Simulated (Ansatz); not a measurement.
## What isotropic strain +2.00 % does to GaP

The reference is GaP in the zinc blende structure (space group F-43m, No. 216; a = 5.506 Å).

Now apply this change: the cell is scaled by 1.0200 in all directions; the atoms relax in the strained cell.

Calculations: Ansatz (a first-principles code) PBE, no spin-orbit coupling. k-mesh 10×10×10 (Γ-centred); smearing 0.05 eV (Fermi–Dirac).

| quantity | base | changed | shift |
|---|---|---|---|
| volume per atom | 20.86 Å³ | 22.14 Å³ | +1.28 Å³ |
| space group | F-43m (No. 216) | F-43m (No. 216) | – |
| energy relative to the base (free energy F) | 0 meV/atom | +17 meV/atom | +17 meV/atom |
| pressure | 0.01 GPa | -3.97 GPa | -3.98 GPa |
| band gap | 1.58 eV | 1.10 eV | -0.48 eV |
| gap character | direct at Γ | direct at Γ | – |
| mean gap deformation potential ΔEg/Δln V | – | -8.0 eV | – |
| electron mass | 0.10 mₑ (at Γ) | 0.074 mₑ (at Γ) | – |
| valley order (the lowest conduction-band minima on the path, energy above the VBM, named in the base's zone) | Γ 1.58 eV; L along ⟨111⟩ 1.58 eV; a point along ⟨100⟩, about 1.0 Å⁻¹ from Γ 1.64 eV | Γ 1.10 eV; L along ⟨111⟩ 1.41 eV; a point along ⟨100⟩, about 1.0 Å⁻¹ from Γ 1.73 eV | – |

Masses are band curvatures over ±0.01 Å⁻¹ around the edge. Stability against distortions was not tested. The real GaP has an indirect gap at ambient pressure; PBE orders its close-lying valleys differently.
